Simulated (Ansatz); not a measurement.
Given:

```
WC
1.0
    2.86899     0.00000     0.00000
   -1.43449     2.48462     0.00000
    0.00000     0.00000     2.79283
W C
1 1
Cartesian
  0.00000   0.00000   0.00000
  0.00000   1.65641   1.39641
```

No spin polarisation.

Method: Ansatz (a first-principles code) r2SCAN, spin-orbit coupling left out. Settings: 23×23×20 k-points, 0.1 eV Fermi–Dirac smearing.

### Question
Predict the band gap, pressure and space group.

### Answer
* **Band gap**: zero
* **Pressure (mean of the normal stresses, compression positive)**: 20.2 GPa
* **Space group**: P-6m2 (No. 187)

The cells carry an imposed strain or load. Stability against distortions was not tested. The final runs are not spin-polarised. The cell was made from WC (space group P-6m2, No. 187) by this change: isotropic strain −1.50 %.
